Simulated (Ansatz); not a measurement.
Take CdS in the zinc blende structure (space group F-43m, No. 216; a = 5.8777 Å) as the base. Axes: x, y, z lie along the cube axes.

The values are results of Kohn–Sham DFT with the r2SCAN functional, run in Ansatz (a quantum-chemistry and plane-wave program) with PAW and 500 eV plane waves, without spin-orbit coupling, not measurements.

Base values:

```
Quantity                             Value
---------------------  -------------------
Valence-band top at Γ  0.00, 0.00, 0.00 eV
```

Perturbation: tensile biaxial strain of 1.06 % in the plane normal to [001], as in epitaxy on a mismatched substrate; the out-of-plane cell vector and the atoms relax.

Q: Predict the new valence-band top at Γ and out-of-plane strain.

A: The valence-band top at Γ (three highest levels, from the VBM) changes from 0.00, 0.00, 0.00 eV to 0.00, -0.08, -0.08 eV; the out-of-plane strain amounts to -1.60 %.

The levels and masses belong to the bands next to the band gap. Whether these cells are dynamically stable was not tested.
